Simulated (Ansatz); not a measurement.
The starting structures come from a database of crystals and need not be the phases stable at ambient conditions.

By PBEsol, the system below comes out a metal.

Without scattering a metal conducts by its projected Fermi surface.

```yaml
crystal:
  lattice:
    - [6.00460, 0.00000, 0.00000]
    - [0.00000, 6.50183, 0.00000]
    - [0.00000, 0.00000, 4.00620]
  atoms:
    - { symbol: Sn, position: [0.19278, 0.59331, 0.75000] }
    - { symbol: Sn, position: [0.80722, 0.40669, 0.25000] }
    - { symbol: Sn, position: [0.30722, 0.09331, 0.25000] }
    - { symbol: Sn, position: [0.69278, 0.90669, 0.75000] }
    - { symbol: Pd, position: [0.00878, 0.19382, 0.75000] }
    - { symbol: Pd, position: [0.99122, 0.80618, 0.25000] }
    - { symbol: Pd, position: [0.49122, 0.69382, 0.25000] }
    - { symbol: Pd, position: [0.50878, 0.30618, 0.75000] }
```

Space group of this cell: Pnma. The cell is taken as given; by PBEsol its mean pressure is -2.8 GPa.

The current flows along the normal of the first two printed cell vectors. No spin-orbit coupling; the value is a mean over 0.1 eV about the Fermi level.

### Question
Estimate the ballistic conductance per area that Ansatz (a quantum-chemistry and plane-wave program) with PBEsol returns for this system.

### Answer
0.47 × 10¹⁵ S/m² for both spins.
